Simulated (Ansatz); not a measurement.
Ge well of 8 atomic layers along [001] in random Si0.2Ge0.8, interfaces sharp

Prepared with LAMMPS with Tersoff's 1989 multicomponent potential (SiCGe.tersoff): minimisation. Geometry as solved with Ansatz (a quantum-chemistry and plane-wave program) with PBE, support functions at accuracy medium on the grid of 370 eV.

```xyz
576
Lattice="17.11 0.00 0.00 0.00 17.11 0.00 0.00 0.00 45.85" Properties=species:S:1:pos:R:3 pbc="T T T"
Si     0.03    -0.01    -0.02
Ge     1.39     1.43     1.42
Ge     2.85     2.85    -0.01
Ge     4.30     4.27     1.43
Ge     2.89     0.05     2.86
Si     4.31     1.41     4.30
Si     0.02     2.86     2.86
Si     1.42     4.22     4.25
Ge     0.02     0.01     5.71
Ge     1.43     1.45     7.18
Ge     2.85     2.83     5.66
Ge     4.29     4.25     7.12
Ge     2.89     0.02     8.60
Si     4.31     1.39    10.04
Si    -0.02     2.82     8.59
Ge     1.41     4.23     9.97
Ge    -0.04     0.05    11.42
Ge     1.39     1.46    12.88
Ge     2.87     2.81    11.41
Ge     4.27     4.27    12.86
Ge     2.84     0.01    14.29
Ge     4.26     1.43    15.73
Si     0.01     2.87    14.32
Si     1.39     4.24    15.71
Ge    -0.01     0.01    17.16
Ge     1.42     1.43    18.61
Ge     2.81     2.88    17.14
Ge     4.26     4.28    18.60
Ge     2.85     0.01    20.06
Ge     4.28     1.42    21.51
Ge    -0.01     2.85    20.06
Ge     1.42     4.28    21.52
Ge     0.00     0.00    22.96
Ge     1.43     1.42    24.42
Ge     2.85     2.85    22.97
Ge     4.28     4.27    24.42
Ge     2.85    -0.01    25.88
Ge     4.29     1.41    27.32
Ge     0.00     2.85    25.87
Ge     1.42     4.27    27.31
Ge    -0.02    -0.03    28.78
Ge     1.45     1.39    30.21
Ge     2.85     2.84    28.76
Ge     4.29     4.29    30.18
Si     2.86    -0.01    31.62
Ge     4.27     1.39    33.01
Ge     0.00     2.84    31.62
Ge     1.44     4.29    33.03
Ge     0.00    -0.02    34.46
Ge     1.41     1.45    35.89
Ge     2.87     2.85    34.46
Ge     4.34     4.29    35.87
Ge     2.85     0.00    37.29
Ge     4.32     1.45    38.68
Si     0.00     2.85    37.29
Ge     1.39     4.27    38.68
Ge     0.00    -0.02    40.11
Ge     1.43     1.42    41.55
Ge     2.86     2.86    40.12
Ge     4.26     4.30    41.58
Ge     2.83    -0.03    43.02
Ge     4.31     1.39    44.45
Ge    -0.01     2.87    42.96
Ge     1.45     4.31    44.37
Ge     0.01     5.70    -0.01
Ge     1.42     7.13     1.45
Ge     2.86     8.53     0.01
Ge     4.28     9.98     1.45
Ge     2.82     5.66     2.87
Ge     4.27     7.11     4.28
Ge    -0.01     8.61     2.86
Si     1.43     9.99     4.27
Ge     0.02     5.63     5.68
Ge     1.42     7.11     7.12
Ge     2.83     8.57     5.68
Ge     4.27     9.99     7.12
Ge     2.85     5.68     8.55
Ge     4.28     7.12     9.98
Ge    -0.01     8.54     8.57
Ge     1.43     9.98    10.00
Ge     0.01     5.68    11.44
Ge     1.43     7.12    12.87
Ge     2.86     8.55    11.43
Ge     4.29    10.02    12.83
Ge     2.81     5.66    14.32
Ge     4.26     7.12    15.73
Ge    -0.01     8.54    14.30
Ge     1.41     9.99    15.72
Ge     0.02     5.66    17.15
Ge     1.42     7.12    18.61
Ge     2.84     8.56    17.17
Ge     4.28     9.98    18.62
Ge     2.85     5.70    20.07
Ge     4.28     7.13    21.51
Ge     0.00     8.55    20.05
Ge     1.42     9.97    21.51
Ge     0.00     5.70    22.97
Ge     1.43     7.13    24.42
Ge     2.85     8.55    22.96
Ge     4.28     9.98    24.41
Ge     2.86     5.70    25.87
Ge     4.30     7.12    27.31
Ge     0.00     8.56    25.87
Ge     1.44     9.99    27.31
Ge    -0.01     5.72    28.75
Ge     1.44     7.14    30.17
Ge     2.89     8.57    28.74
Ge     4.36     9.98    30.18
Ge     2.88     5.73    31.61
Ge     4.34     7.17    33.04
Ge     0.00     8.56    31.60
Ge     1.47     9.97    33.04
Ge     0.00     5.71    34.46
Ge     1.47     7.17    35.85
Si     2.89     8.57    34.43
Ge     4.26    10.00    35.85
Ge     2.88     5.72    37.30
Si     4.22     7.17    38.73
Ge     0.05     8.60    37.34
Si     1.44    10.01    38.76
Ge    -0.02     5.68    40.17
Ge     1.48     7.13    41.55
Si     2.83     8.57    40.09
Ge     4.24     9.95    41.52
Si     2.86     5.72    42.98
Ge     4.28     7.07    44.42
Ge     0.01     8.56    42.96
Ge     1.42     9.97    44.43
Ge    -0.02    11.38     0.03
Ge     1.43    12.83     1.43
Ge     2.83    14.30    -0.02
Ge     4.32    15.72     1.40
Ge     2.86    11.41     2.90
Si     4.29    12.83     4.28
Ge     0.01    14.28     2.85
Ge     1.47    15.69     4.28
Ge     0.02    11.39     5.68
Ge     1.44    12.84     7.13
Ge     2.91    14.24     5.70
Ge     4.33    15.69     7.14
Ge     2.87    11.42     8.57
Ge     4.32    12.85    10.00
Ge     0.01    14.27     8.56
Ge     1.43    15.70    10.02
Ge     0.03    11.43    11.46
Si     1.42    12.85    12.87
Ge     2.84    14.24    11.45
Ge     4.29    15.71    12.83
Ge     2.83    11.44    14.26
Ge     4.28    12.84    15.72
Ge    -0.01    14.22    14.29
Ge     1.42    15.67    15.73
Ge    -0.03    11.44    17.14
Ge     1.41    12.83    18.61
Ge     2.85    14.26    17.18
Ge     4.28    15.68    18.63
Ge     2.85    11.40    20.06
Ge     4.27    12.83    21.51
Ge     0.00    14.26    20.07
Ge     1.43    15.69    21.52
Ge     0.00    11.40    22.96
Ge     1.43    12.83    24.42
Ge     2.85    14.26    22.97
Ge     4.28    15.67    24.43
Ge     2.87    11.41    25.86
Ge     4.30    12.80    27.35
Ge     0.00    14.25    25.87
Ge     1.43    15.66    27.33
Ge     0.02    11.42    28.76
Si     1.43    12.82    30.17
Ge     2.85    14.22    28.78
Ge     4.28    15.68    30.23
Ge     2.87    11.42    31.57
Ge     4.31    12.85    33.01
Ge     0.01    14.26    31.54
Ge     1.44    15.69    33.00
Ge     0.04    11.44    34.48
Si     1.41    12.85    35.91
Ge     2.83    14.23    34.47
Ge     4.28    15.66    35.87
Ge     2.82    11.43    37.32
Si     4.29    12.82    38.68
Si     0.00    14.20    37.29
Ge     1.41    15.63    38.67
Si     0.00    11.41    40.08
Ge     1.40    12.81    41.52
Ge     2.87    14.21    40.09
Ge     4.26    15.68    41.54
Ge     2.84    11.40    42.97
Ge     4.27    12.86    44.40
Ge     0.02    14.27    43.01
Si     1.40    15.71    44.43
Si     5.76     0.03     0.02
Si     7.12     1.41     1.42
Ge     8.56     2.82     0.03
Si     9.96     4.26     1.42
Ge     8.52     0.01     2.83
Ge     9.96     1.42     4.28
Ge     5.73     2.81     2.88
Si     7.13     4.26     4.26
Si     5.67     0.02     5.69
Ge     7.09     1.40     7.10
Ge     8.52     2.87     5.69
Ge     9.98     4.27     7.14
Ge     8.56    -0.03     8.53
Ge     9.99     1.42     9.97
Ge     5.68     2.80     8.59
Ge     7.12     4.27     9.99
Si     5.69     0.01    11.40
Ge     7.11     1.39    12.83
Ge     8.56     2.84    11.42
Ge    10.00     4.26    12.87
Ge     8.57     0.03    14.31
Si     9.99     1.43    15.72
Ge     5.71     2.84    14.29
Ge     7.15     4.27    15.73
Ge     5.69     0.00    17.18
Ge     7.14     1.42    18.61
Ge     8.59     2.82    17.15
Ge     9.99     4.28    18.59
Ge     8.56     0.00    20.06
Ge     9.98     1.43    21.51
Ge     5.70     2.85    20.05
Ge     7.13     4.28    21.51
Ge     5.70     0.00    22.97
Ge     7.13     1.43    24.42
Ge     8.55     2.85    22.96
Ge     9.98     4.28    24.41
Ge     8.55     0.00    25.88
Ge     9.95     1.45    27.33
Ge     5.71     2.86    25.88
Ge     7.16     4.27    27.35
Ge     5.72    -0.01    28.77
Ge     7.17     1.44    30.17
Si     8.55     2.85    28.75
Ge     9.91     4.28    30.19
Ge     8.59     0.00    31.64
Si     9.97     1.41    33.09
Ge     5.72     2.85    31.61
Ge     7.16     4.29    33.04
Ge     5.73    -0.02    34.45
Ge     7.17     1.43    35.87
Si     8.57     2.82    34.42
Ge     9.97     4.22    35.83
Si     8.58    -0.03    37.23
Ge     9.99     1.33    38.69
Si     5.73     2.84    37.26
Ge     7.09     4.25    38.69
Ge     5.73     0.00    40.12
Ge     7.16     1.41    41.59
Ge     8.56     2.82    40.11
Ge     9.97     4.26    41.56
Si     8.59     0.04    43.02
Si     9.94     1.41    44.42
Ge     5.70     2.85    43.00
Ge     7.11     4.29    44.46
Si     5.69     5.68     0.00
Ge     7.11     7.09     1.39
Ge     8.56     8.55    -0.01
Ge    10.01     9.98     1.44
Ge     8.55     5.65     2.84
Ge     9.95     7.16     4.26
Ge     5.72     8.54     2.86
Ge     7.16     9.97     4.31
Ge     5.74     5.67     5.68
Ge     7.16     7.14     7.10
Si     8.57     8.56     5.71
Ge     9.97     9.95     7.14
Ge     8.56     5.71     8.57
Ge    10.01     7.15     9.99
Ge     5.72     8.56     8.55
Ge     7.12    10.01    10.02
Ge     5.71     5.70    11.44
Ge     7.15     7.14    12.87
Ge     8.58     8.58    11.45
Si     9.98     9.98    12.86
Ge     8.59     5.72    14.32
Si     9.99     7.13    15.72
Ge     5.69     8.56    14.29
Ge     7.15     9.96    15.73
Ge     5.71     5.69    17.17
Ge     7.14     7.12    18.61
Ge     8.59     8.52    17.15
Ge     9.98     9.97    18.62
Ge     8.56     5.69    20.06
Ge     9.98     7.12    21.52
Ge     5.71     8.55    20.06
Ge     7.13     9.97    21.52
Ge     5.71     5.70    22.97
Ge     7.13     7.13    24.43
Ge     8.56     8.55    22.97
Ge     9.98     9.98    24.43
Ge     8.56     5.70    25.88
Ge     9.96     7.14    27.33
Ge     5.71     8.57    25.87
Ge     7.10    10.00    27.35
Ge     5.75     5.74    28.79
Si     7.12     7.14    30.24
Ge     8.51     8.54    28.80
Ge     9.96    10.00    30.20
Si     8.50     5.71    31.58
Ge     9.93     7.10    32.98
Si     5.76     8.57    31.61
Si     7.12     9.98    32.99
Si     5.72     5.70    34.43
Ge     7.09     7.12    35.84
Ge     8.51     8.57    34.40
Ge     9.95     9.99    35.84
Ge     8.54     5.68    37.26
Ge     9.97     7.13    38.69
Ge     5.65     8.54    37.31
Ge     7.11    10.00    38.69
Ge     5.65     5.74    40.10
Ge     7.12     7.13    41.54
Ge     8.56     8.58    40.13
Ge    10.04     9.99    41.56
Ge     8.54     5.70    42.99
Ge    10.01     7.15    44.38
Ge     5.69     8.54    42.98
Ge     7.13     9.99    44.41
Ge     5.69    11.42     0.00
Ge     7.14    12.83     1.43
Ge     8.57    14.24    -0.03
Ge     9.97    15.67     1.43
Ge     8.59    11.42     2.89
Si     9.97    12.85     4.29
Ge     5.68    14.24     2.87
Ge     7.09    15.71     4.31
Ge     5.70    11.45     5.70
Ge     7.13    12.88     7.16
Ge     8.59    14.29     5.71
Si     9.98    15.68     7.14
Ge     8.57    11.43     8.59
Si     9.97    12.84    10.00
Si     5.71    14.28     8.57
Ge     7.09    15.69     9.99
Si     5.70    11.42    11.41
Ge     7.12    12.80    12.83
Ge     8.55    14.24    11.40
Ge     9.97    15.68    12.86
Ge     8.57    11.38    14.27
Ge     9.98    12.83    15.73
Ge     5.72    14.27    14.28
Ge     7.14    15.69    15.73
Ge     5.71    11.40    17.17
Ge     7.13    12.83    18.62
Ge     8.55    14.25    17.18
Ge     9.99    15.69    18.61
Ge     8.56    11.40    20.07
Ge     9.99    12.83    21.51
Ge     5.70    14.26    20.07
Ge     7.13    15.68    21.52
Ge     5.70    11.40    22.96
Ge     7.13    12.82    24.42
Ge     8.56    14.25    22.97
Ge     9.98    15.69    24.42
Ge     8.55    11.41    25.89
Ge     9.95    12.86    27.34
Ge     5.71    14.24    25.89
Ge     7.16    15.65    27.34
Si     5.72    11.41    28.76
Ge     7.10    12.86    30.17
Si     8.54    14.25    28.77
Ge     9.97    15.63    30.19
Ge     8.54    11.44    31.65
Si     9.95    12.89    33.05
Si     5.72    14.26    31.61
Ge     7.16    15.63    33.03
Ge     5.76    11.41    34.43
Si     7.17    12.86    35.82
Si     8.59    14.26    34.47
Si     9.95    15.70    35.83
Ge     8.53    11.45    37.26
Ge    10.01    12.83    38.72
Ge     5.72    14.20    37.26
Ge     7.16    15.68    38.65
Ge     5.67    11.43    40.12
Ge     7.14    12.85    41.56
Ge     8.58    14.28    40.14
Ge     9.99    15.74    41.58
Ge     8.59    11.42    43.00
Si     9.98    12.84    44.42
Ge     5.72    14.29    42.99
Ge     7.16    15.75    44.42
Ge    11.36     0.02    -0.03
Ge    12.81     1.43     1.41
Ge    14.28     2.83     0.00
Ge    15.72     4.26     1.45
Ge    14.26     0.01     2.84
Ge    15.71     1.46     4.26
Ge    11.38     2.88     2.84
Ge    12.82     4.28     4.29
Ge    11.40     0.00     5.76
Si    12.83     1.42     7.14
Ge    14.23     2.82     5.73
Ge    15.69     4.23     7.17
Ge    14.26     0.06     8.56
Si    15.69     1.45     9.97
Ge    11.46     2.85     8.56
Si    12.85     4.25    10.00
Ge    11.41     0.00    11.44
Ge    12.86     1.41    12.88
Ge    14.28     2.84    11.40
Ge    15.70     4.24    12.89
Si    14.28     0.02    14.29
Ge    15.68     1.45    15.68
Ge    11.42     2.84    14.34
Si    12.81     4.27    15.74
Ge    11.39     0.02    17.14
Ge    12.83     1.44    18.60
Ge    14.23     2.88    17.14
Ge    15.68     4.27    18.60
Ge    14.25     0.00    20.05
Ge    15.67     1.42    21.51
Ge    11.41     2.86    20.06
Ge    12.83     4.28    21.51
Ge    11.40     0.00    22.96
Ge    12.82     1.43    24.41
Ge    14.25     2.85    22.97
Ge    15.68     4.28    24.42
Ge    14.26     0.00    25.86
Ge    15.68     1.42    27.32
Ge    11.39     2.85    25.86
Ge    12.81     4.28    27.30
Ge    11.37    -0.02    28.74
Ge    12.80     1.41    30.18
Ge    14.24     2.85    28.75
Ge    15.66     4.29    30.20
Ge    14.24    -0.05    31.58
Ge    15.66     1.39    33.03
Ge    11.35     2.82    31.64
Ge    12.84     4.28    33.00
Si    11.34     0.01    34.47
Si    12.78     1.36    35.83
Ge    14.21     2.81    34.47
Ge    15.69     4.24    35.89
Ge    14.20     0.00    37.28
Ge    15.68     1.45    38.68
Ge    11.42     2.79    37.26
Ge    12.83     4.26    38.71
Si    11.43    -0.04    40.12
Ge    12.81     1.39    41.54
Ge    14.27     2.87    40.17
Si    15.67     4.28    41.57
Ge    14.25    -0.02    42.99
Ge    15.72     1.39    44.42
Ge    11.37     2.80    43.01
Ge    12.83     4.25    44.42
Ge    11.38     5.68     0.01
Ge    12.80     7.14     1.45
Ge    14.26     8.57     0.02
Si    15.67     9.98     1.43
Ge    14.26     5.70     2.86
Ge    15.69     7.12     4.29
Si    11.39     8.55     2.85
Ge    12.79     9.96     4.24
Ge    11.38     5.73     5.71
Ge    12.80     7.14     7.18
Ge    14.23     8.55     5.71
Ge    15.68     9.98     7.13
Ge    14.23     5.67     8.60
Ge    15.67     7.11    10.02
Si    11.39     8.56     8.56
Ge    12.78     9.96     9.98
Ge    11.44     5.67    11.40
Ge    12.82     7.11    12.87
Ge    14.24     8.56    11.44
Ge    15.68    10.00    12.87
Ge    14.23     5.66    14.32
Ge    15.68     7.10    15.74
Ge    11.36     8.56    14.29
Ge    12.82     9.97    15.73
Ge    11.41     5.71    17.12
Ge    12.82     7.12    18.61
Ge    14.25     8.55    17.17
Ge    15.68     9.99    18.61
Ge    14.26     5.70    20.06
Ge    15.68     7.13    21.51
Ge    11.41     8.55    20.07
Ge    12.83     9.98    21.52
Ge    11.41     5.70    22.97
Ge    12.82     7.14    24.42
Ge    14.25     8.56    22.97
Ge    15.68     9.98    24.42
Ge    14.25     5.71    25.87
Ge    15.66     7.16    27.32
Ge    11.40     8.56    25.89
Ge    12.85     9.96    27.35
Ge    11.39     5.70    28.76
Ge    12.88     7.12    30.17
Si    14.26     8.55    28.75
Ge    15.66     9.97    30.14
Si    14.25     5.70    31.59
Ge    15.65     7.10    33.00
Ge    11.41     8.55    31.59
Ge    12.81    10.00    33.03
Ge    11.38     5.70    34.42
Ge    12.82     7.13    35.86
Ge    14.26     8.57    34.45
Ge    15.70    10.00    35.89
Ge    14.26     5.71    37.30
Ge    15.67     7.16    38.75
Ge    11.40     8.58    37.29
Ge    12.84     9.99    38.75
Ge    11.41     5.71    40.14
Ge    12.85     7.18    41.55
Si    14.25     8.57    40.14
Ge    15.70     9.99    41.48
Ge    14.26     5.69    42.97
Ge    15.68     7.13    44.41
Si    11.43     8.56    42.98
Ge    12.82     9.98    44.39
Ge    11.41    11.45    -0.02
Si    12.82    12.83     1.42
Ge    14.23    14.24     0.03
Ge    15.71    15.71     1.39
Ge    14.23    11.40     2.80
Ge    15.67    12.82     4.26
Ge    11.41    14.21     2.86
Ge    12.83    15.69     4.28
Ge    11.36    11.41     5.68
Ge    12.80    12.83     7.14
Ge    14.25    14.25     5.71
Ge    15.68    15.70     7.13
Ge    14.24    11.41     8.58
Ge    15.68    12.84    10.01
Ge    11.35    14.26     8.57
Ge    12.82    15.70     9.98
Ge    11.35    11.41    11.43
Ge    12.82    12.82    12.86
Ge    14.24    14.27    11.43
Ge    15.66    15.71    12.88
Ge    14.27    11.43    14.32
Si    15.68    12.84    15.72
Ge    11.42    14.27    14.30
Ge    12.87    15.72    15.70
Ge    11.41    11.40    17.18
Ge    12.84    12.84    18.60
Ge    14.28    14.25    17.13
Ge    15.68    15.68    18.61
Ge    14.26    11.41    20.06
Ge    15.68    12.83    21.52
Ge    11.41    14.26    20.06
Ge    12.83    15.68    21.51
Ge    11.40    11.40    22.97
Ge    12.82    12.83    24.43
Ge    14.25    14.25    22.97
Ge    15.68    15.68    24.42
Ge    14.26    11.40    25.88
Ge    15.68    12.84    27.33
Ge    11.39    14.26    25.87
Ge    12.83    15.69    27.30
Ge    11.40    11.42    28.76
Ge    12.79    12.88    30.23
Ge    14.25    14.28    28.78
Si    15.67    15.67    30.18
Ge    14.25    11.41    31.59
Ge    15.70    12.84    33.01
Si    11.34    14.24    31.65
Ge    12.73    15.69    33.04
Ge    11.37    11.46    34.43
Ge    12.82    12.86    35.89
Ge    14.24    14.27    34.43
Ge    15.69    15.64    35.91
Ge    14.28    11.44    37.33
Si    15.74    12.83    38.70
Ge    11.39    14.34    37.29
Si    12.81    15.70    38.72
Si    11.41    11.40    40.13
Ge    12.81    12.82    41.51
Ge    14.26    14.24    40.06
Ge    15.67    15.66    41.54
Ge    14.26    11.40    42.95
Ge    15.67    12.82    44.42
Ge    11.38    14.23    42.99
Ge    12.81    15.67    44.42
```
